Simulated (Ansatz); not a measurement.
Reference: CaSe (Fm-3m), PBEsol, rigid bands (plane waves, PAW, scalar-relativistic; Ansatz, an electronic-structure program); axes and stresses refer to this cell.

```
CELL_PARAMETERS angstrom
      0.00000     2.93419     2.93419
      2.93419     0.00000     2.93419
      2.93419     2.93419     0.00000
ATOMIC_POSITIONS crystal
  Ca 0.00000 0.00000 0.00000
  Se 0.50000 0.50000 0.50000
```

The band gap comes out as 1.88 eV, the Seebeck coefficient, n-type 1e19 cm⁻³ comes out as -295 μV/K and the Seebeck coefficient, p-type 1e19 cm⁻³ is 333 μV/K.

Question: Change: spin-orbit coupling switched on. What happens to band gap, Seebeck coefficient, n-type 1e19 cm⁻³, Seebeck coefficient, p-type 1e19 cm⁻³?

Answer: band gap decreases to 1.74 eV; Seebeck coefficient, n-type 1e19 cm⁻³ moves little, to -295 μV/K; Seebeck coefficient, p-type 1e19 cm⁻³ drops to 277 μV/K.

Seebeck coefficients are for the stated density at 300 K, with one relaxation time for all states and whether or not that doping can be reached. Spin-orbit coupling is left out unless a row names it; without it hole values are far off for these elements. 

Formula and space group known from diffraction (Crystallography Open Database), not checked to be the room-temperature form: CaSe (Fm-3m).
